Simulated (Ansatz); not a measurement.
Output of an Ansatz run (abridged):

```
WARN ansatz: RAYON_NUM_THREADS=1 ignored (pool sized by the plan → 1); use --threads N
Pseudopotentials: kind: paw
Pseudopotential: P, paw, valence charge 5
Pseudopotential: O, paw, valence charge 6
Pseudopotential: Sr, paw, valence charge 10
Crystal: 44 atoms, lattice volume = 665.568 Å³
Basis set: ecut = 420 eV, 13013 PW (Γ), exchange–correlation on 128×192×80 points (8 copies of the dense FFT grid, shifted against one another)
Bands: 188, of which v1, the nominal top of the filled ones, is band 144 counted from 1 (143 counted from 0)
Symmetry: 4 space group operations
Space group: Pna21 (ITA 33), of the structure as read, at distance tolerance 8.7e-5 Å
k-points: 4 of 6 (time reversal used)
PAW frozen core: P, regenerated for the run's functional, and the local potential with it
PAW frozen core: O, regenerated for the run's functional, and the local potential with it
PAW frozen core: Sr, regenerated for the run's functional, and the local potential with it
Initial density: superposition of atomic densities (neutral atoms: chi_scale 0, normalization atom), corrected by the library's trained network
Initial wavefunctions: pseudopotential atomic-orbital guess
Eigensolver: davidson
Functional: x = pbesol(κ = 0.804, μ = 0.12345679012345678), c = pbesol(β = 0.046)
SCF iter   1: F=—  HF=-49615.024171 eV  |F-HF|=—  |Δ(HF+E_count)|=         —  Δρ=1.10e-2  dr2=6.24e-1  ethr=1.77e-3  ⟨swp⟩=10.2  Hψ=4655  notcnv=0  defer=68
all-band conjugate gradients solve this SCF's bands
preconditioner: auto → Resta (q_TF=auto, 2.373 Å⁻¹)
SCF iter   2: F=—  HF=-49614.852484 eV  |F-HF|=—  |Δ(HF+E_count)|=   1.72e-1  S|Δr|=    0.00e0  Δρ=1.85e-3  dr2=1.80e-2  ethr=2.17e-4  ⟨swp⟩=3.0  Hψ=1292  notcnv=0  defer=148
SCF iter   3: F=—  HF=-49614.852883 eV  |F-HF|=—  |Δ(HF+E_count)|=   3.99e-4  S|Δr|=    0.00e0  Δρ=8.40e-4  dr2=5.26e-3  ethr=6.25e-6  ⟨swp⟩=3.0  Hψ=974  notcnv=0  defer=148
SCF iter   4: F=—  HF=-49614.854406 eV  |F-HF|=—  |Δ(HF+E_count)|=   1.52e-3  S|Δr|=    0.00e0  Δρ=5.13e-4  dr2=1.39e-3  ethr=1.83e-6  ⟨swp⟩=2.0  Hψ=1116  notcnv=0  defer=148
SCF iter   5: F=—  HF=-49614.854314 eV  |F-HF|=—  |Δ(HF+E_count)|=   9.14e-5  S|Δr|=    0.00e0  Δρ=1.28e-4  dr2=7.38e-5  ethr=4.83e-7  ⟨swp⟩=2.0  Hψ=1142  notcnv=0  defer=148
SCF iter   6: F=—  HF=-49614.854526 eV  |F-HF|=—  |Δ(HF+E_count)|=   2.11e-4  S|Δr|=    0.00e0  Δρ=5.45e-5  dr2=2.00e-5  ethr=2.56e-8  ⟨swp⟩=2.8  Hψ=1101  notcnv=0  defer=148
SCF iter   7: F=—  HF=-49614.854527 eV  |F-HF|=—  |Δ(HF+E_count)|=   9.77e-7  S|Δr|=    0.00e0  Δρ=2.08e-5  dr2=2.66e-6  ethr=6.93e-9  ⟨swp⟩=2.5  Hψ=1058  notcnv=0  defer=148
SCF iter   8: F=—  HF=-49614.854528 eV  |F-HF|=—  |Δ(HF+E_count)|=   6.71e-7  S|Δr|=    0.00e0  Δρ=1.07e-5  dr2=6.90e-7  ethr=9.22e-10  ⟨swp⟩=3.0  Hψ=1227  notcnv=0  defer=148
SCF iter   9: F=-49614.854528 eV  HF=-49614.854528 eV  |F-HF|=5.33e-8  |Δ(HF+E_count)|=   3.20e-7  S|Δr|=    0.00e0  Δρ=2.37e-6  dr2=4.57e-8  ethr=3.47e-11  ⟨swp⟩=19.2  Hψ=6120  notcnv=0
SCF 1 converged in 9 iterations: F = -49614.854528 eV  dr2 = 4.57e-8
SCF converged after 9 iterations
Stability not checked (fill_not_monotonic)
Free energy (F): -49614.854528 eV
Harris-Foulkes:  -49614.854528 eV  (|F-HF|=5.33e-8)
Internal energy: -49614.854528 eV  (E = F + TS)
E sigma→0 (E₀):  -49614.854528 eV
Fermi energy:    6.824730 eV
Step filling:    the computed levels leave a gap of 5.0193 eV = 100.4 smearing widths
--- Per-component energies (eV) ---
  E_band       = -1497.435125
  E_kinetic    = 7544.576115
  E_local      = -18821.518699  (includes V_loc(G=0)·N_el)
  E_nonlocal   = 3226.703638
  E_hartree    = 6196.827955
  E_xc         = -3930.643574
  E_vxc        = -4432.509941  (∫ρ·V_xc dr)
  E_paw        = -29865.481405  (= ΣΔE_a)
  E_vpaw       = -1408.403883  (= ΣTr[D̂ρ^β])
  E_aug_tail   = 0.069532  (compensation charges beyond the density's cutoff)
  E_ewald      = -13967.819697
  E_core_change = 2.431609  (= ΣΔE_core)
  E_smearing   = -0.000000  (= −TS)
  E_closure    = -0.000000  (closes the sum)
  Σ components = -49614.854528   (vs F -49614.854528, Δ=0.00e0)
--- Forces (eV/Å), atoms counted from 1 ---
  atom   1  P      1.34413796     1.05318092     0.22231692
  atom   2  P     -1.34413796    -1.05318092     0.22231692
  atom   3  P     -1.34413796     1.05318092     0.22231692
  atom   4  P      1.34413796    -1.05318092     0.22231692
  atom   5  O     -0.36482966     0.88630857    -0.06150365
  atom   6  O      0.36482966    -0.88630857    -0.06150365
   [... 33 lines left out ...]
  atom  40  O     -0.26396459     1.38221608    -0.39382205
  atom  41  O     -0.60034043    -0.16741799     0.17131764
  atom  42  O      0.60034043     0.16741799     0.17131764
  atom  43  O      0.60034043    -0.16741799     0.17131764
  atom  44  O     -0.60034043     0.16741799     0.17131764
  max |Σ_I F_I| component: 9.09e-7 eV/Å
--- Stress (GPa, compression-positive) ---
       -1.513982       0.000000       0.000000
        0.000000      -1.198469       0.000000
        0.000000       0.000000      -2.618391
  P = ⅓ Tr σ = -1.7769 GPa (-17.769 kbar)
  The stress holds the Pulay correction. Without it, at fixed plane waves, as pw.x and ABINIT print it: P = -2.3119 GPa
--- Band table (eV) ---
  k-point 0: bands = ["-28.0124", "-28.0066", "-28.0015", "-28.0009", "-27.9968", "-27.9902", "-27.9886", "-27.9872", "-16.3703", "-16.3684", "-16.3614", "-16.3394", "-15.3751", "-15.3575", "-15.3557", "-15.3521", "-13.8349", "-13.8323", "-13.8231", [...]
  k-point 1: bands = ["-28.0065", "-28.0032", "-27.9997", "-27.9982", "-27.9973", "-27.9932", "-27.9922", "-27.9915", "-16.3681", "-16.3645", "-16.3508", "-16.3352", "-15.3489", "-15.3451", "-15.3441", "-15.3383", "-13.8410", "-13.8357", "-13.8063", [...]
  k-point 2: bands = ["-28.0084", "-28.0084", "-28.0034", "-28.0034", "-27.9927", "-27.9927", "-27.9876", "-27.9876", "-16.3771", "-16.3771", "-16.3578", "-16.3578", "-15.3511", "-15.3511", "-15.3248", "-15.3248", "-13.8596", "-13.8596", "-13.8365", [...]
  k-point 3: bands = ["-28.0038", "-28.0038", "-28.0007", "-28.0007", "-27.9948", "-27.9948", "-27.9916", "-27.9916", "-16.3670", "-16.3670", "-16.3574", "-16.3574", "-15.3287", "-15.3287", "-15.3148", "-15.3148", "-13.8514", "-13.8514", "-13.8393", [...]
```

The structure:

```
CELL_PARAMETERS angstrom
      9.01281     0.00000     0.00000
      0.00000    13.48365     0.00000
      0.00000     0.00000     5.47678
ATOMIC_POSITIONS crystal
  P  0.22260 0.03320 0.50000
  P  0.77740 0.96680 0.00000
  P  0.27740 0.53320 0.00000
  P  0.72260 0.46680 0.50000
  O  0.42500 0.23000 0.26000
  O  0.57500 0.77000 0.76000
  O  0.07500 0.73000 0.76000
  O  0.92500 0.27000 0.26000
  P  0.47000 0.18020 0.50000
  P  0.53000 0.81980 0.00000
  P  0.03000 0.68020 0.00000
  P  0.97000 0.31980 0.50000
  Sr 0.17300 0.23900 0.00000
  Sr 0.82700 0.76100 0.50000
  Sr 0.32700 0.73900 0.50000
  Sr 0.67300 0.26100 0.00000
  O  0.39300 0.07100 0.50000
  O  0.60700 0.92900 0.00000
  O  0.10700 0.57100 0.00000
  O  0.89300 0.42900 0.50000
  Sr 0.37540 0.41260 0.50000
  Sr 0.62460 0.58740 0.00000
  Sr 0.12460 0.91260 0.00000
  Sr 0.87540 0.08740 0.50000
  O  0.15000 0.06700 0.74000
  O  0.85000 0.93300 0.24000
  O  0.35000 0.56700 0.24000
  O  0.65000 0.43300 0.74000
  O  0.63400 0.16300 0.50000
  O  0.36600 0.83700 0.00000
  O  0.86600 0.66300 0.00000
  O  0.13400 0.33700 0.50000
  O  0.41100 0.23000 0.73000
  O  0.58900 0.77000 0.23000
  O  0.08900 0.73000 0.23000
  O  0.91100 0.27000 0.73000
  O  0.23200 0.92200 0.50000
  O  0.76800 0.07800 0.00000
  O  0.26800 0.42200 0.00000
  O  0.73200 0.57800 0.50000
  O  0.15000 0.07700 0.27000
  O  0.85000 0.92300 0.77000
  O  0.35000 0.57700 0.77000
  O  0.65000 0.42300 0.27000
```

Task: Reconstruct the input of this run.

Result: Other spellings and defaults could give the same log, and not every line can be read from it. The input that was run (DFT, PBEsol, plane waves, default PAW files made with PBE):

Ansatz 0.2 input:
```yaml
# Sr2P2O7
crystal:
  lattice:
    - [9.012807, 0.000000, 0.000000]
    - [0.000000, 13.483647, 0.000000]
    - [0.000000, 0.000000, 5.476779]
  atoms:
    - { symbol: P, position_ang: [2.006251, 0.447657, 2.738389] }
    - { symbol: P, position_ang: [7.006556, 13.035990, 0.000000] }
    - { symbol: P, position_ang: [2.500153, 7.189481, 0.000000] }
    - { symbol: P, position_ang: [6.512654, 6.294166, 2.738389] }
    - { symbol: O, position_ang: [3.830443, 3.101239, 1.423963] }
    - { symbol: O, position_ang: [5.182364, 10.382408, 4.162352] }
    - { symbol: O, position_ang: [0.675961, 9.843062, 4.162352] }
    - { symbol: O, position_ang: [8.336846, 3.640585, 1.423963] }
    - { symbol: P, position_ang: [4.236019, 2.429753, 2.738389] }
    - { symbol: P, position_ang: [4.776788, 11.053894, 0.000000] }
    - { symbol: P, position_ang: [0.270384, 9.171577, 0.000000] }
    - { symbol: P, position_ang: [8.742423, 4.312070, 2.738389] }
    - { symbol: Sr, position_ang: [1.559216, 3.222592, 0.000000] }
    - { symbol: Sr, position_ang: [7.453591, 10.261055, 2.738389] }
    - { symbol: Sr, position_ang: [2.947188, 9.964415, 2.738389] }
    - { symbol: Sr, position_ang: [6.065619, 3.519232, 0.000000] }
    - { symbol: O, position_ang: [3.542033, 0.957339, 2.738389] }
    - { symbol: O, position_ang: [5.470774, 12.526308, 0.000000] }
    - { symbol: O, position_ang: [0.964370, 7.699162, 0.000000] }
    - { symbol: O, position_ang: [8.048437, 5.784485, 2.738389] }
    - { symbol: Sr, position_ang: [3.383408, 5.563353, 2.738389] }
    - { symbol: Sr, position_ang: [5.629399, 7.920294, 0.000000] }
    - { symbol: Sr, position_ang: [1.122996, 12.305176, 0.000000] }
    - { symbol: Sr, position_ang: [7.889811, 1.178471, 2.738389] }
    - { symbol: O, position_ang: [1.351921, 0.903404, 4.052816] }
    - { symbol: O, position_ang: [7.660886, 12.580243, 1.314427] }
    - { symbol: O, position_ang: [3.154482, 7.645228, 1.314427] }
    - { symbol: O, position_ang: [5.858325, 5.838419, 4.052816] }
    - { symbol: O, position_ang: [5.714120, 2.197834, 2.738389] }
    - { symbol: O, position_ang: [3.298687, 11.285813, 0.000000] }
    - { symbol: O, position_ang: [7.805091, 8.939658, 0.000000] }
    - { symbol: O, position_ang: [1.207716, 4.543989, 2.738389] }
    - { symbol: O, position_ang: [3.704264, 3.101239, 3.998049] }
    - { symbol: O, position_ang: [5.308543, 10.382408, 1.259659] }
    - { symbol: O, position_ang: [0.802140, 9.843062, 1.259659] }
    - { symbol: O, position_ang: [8.210667, 3.640585, 3.998049] }
    - { symbol: O, position_ang: [2.090971, 12.431923, 2.738389] }
    - { symbol: O, position_ang: [6.921836, 1.051724, 0.000000] }
    - { symbol: O, position_ang: [2.415432, 5.690099, 0.000000] }
    - { symbol: O, position_ang: [6.597375, 7.793548, 2.738389] }
    - { symbol: O, position_ang: [1.351921, 1.038241, 1.478730] }
    - { symbol: O, position_ang: [7.660886, 12.445406, 4.217120] }
    - { symbol: O, position_ang: [3.154482, 7.780064, 4.217120] }
    - { symbol: O, position_ang: [5.858325, 5.703583, 1.478730] }
basis:
  ecutwfc: 420.0
kpoints:
  mp_grid:
    grid: [2, 1, 3]
hamiltonian:
  xc: pbesol
  pseudopotentials:
    kind: paw
scf:
  occupations:
    method: cold
    width: 0.05
output:
  forces: true
  eigenvalues: true
  stress: true
```

The starting cell comes from a database of published, mostly measured structures (it also holds non-ambient and calculated ones), without a prior relaxation at this level. Its lattice was rescaled by a random factor within 2.5 % of one. Forces in this geometry exceed 1 eV/Å. Ansatz's pressure includes its estimate of the finite-basis (Pulay) stress. Without the estimate this run gives -2.31 GPa.

Ansatz is a program for electronic structure.
